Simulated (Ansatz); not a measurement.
The starting structures come from a database of crystals and need not be the phases stable at ambient conditions.

 Where the default PAW files enter, the runs use the earlier of Ansatz's two default sets.

Data:

```
CELL_PARAMETERS angstrom
      3.80832     0.00000     0.00000
     -1.90416     3.29810     0.00000
      0.00000     0.00000    43.62514
ATOMIC_POSITIONS crystal
  Zn 0.00000 0.00000 0.14290
  Zn 0.66667 0.33333 0.07150
  Zn 0.00000 0.00000 0.57140
  Zn 0.33333 0.66667 0.21430
  Zn 0.33333 0.66667 0.78570
  Zn 0.66667 0.33333 0.64290
  Zn 0.66667 0.33333 0.42870
  Zn 0.00000 0.00000 0.85720
  Zn 0.66667 0.33333 0.92860
  Zn 0.00000 0.00000 0.71440
  Zn 0.66667 0.33333 0.28570
  Zn 0.00000 0.00000 0.35720
  Zn 0.33333 0.66667 0.00000
  Zn 0.33333 0.66667 0.50000
  S  0.33333 0.66667 0.55350
  S  0.66667 0.33333 0.48210
  S  0.00000 0.00000 0.19640
  S  0.66667 0.33333 0.33920
  S  0.00000 0.00000 0.91070
  S  0.33333 0.66667 0.83930
  S  0.00000 0.00000 0.76780
  S  0.33333 0.66667 0.26780
  S  0.66667 0.33333 0.69650
  S  0.00000 0.00000 0.41070
  S  0.33333 0.66667 0.05360
  S  0.00000 0.00000 0.62490
  S  0.66667 0.33333 0.98210
  S  0.66667 0.33333 0.12500
```

Space group of this cell: P3m1. The cell is taken as given.

The numbers are results of r2SCAN (plane waves, PAW; Ansatz, a first-principles code), not measurements.

The current runs along the normal of the first two printed vectors; no spin-orbit coupling. Scaled by the factor s: both lengths across the current (ions clamped). Meshes 12×12×1 and 12×12 across the current in all rows.

| s | mean pressure (GPa) | band gap (eV) |
|---|---|---|
| 0.98 | 3.6 | 2.86 |
| 1.00 | 0.1 | 2.72 |
| 1.02 | -2.7 | ? |

Problem. Take the slope of the band gap against ln s from the two given rows, extrapolate to s = 1.02, and say what the run there gives.

Solution. Slope = (2.86 − 2.72) / ln 0.98 = -6.93 eV. The line gives 2.72 + (-6.93) × ln 1.02 = 2.58 eV. The run gives 2.52 eV, 0.06 eV under the line, 46 % of the predicted step.
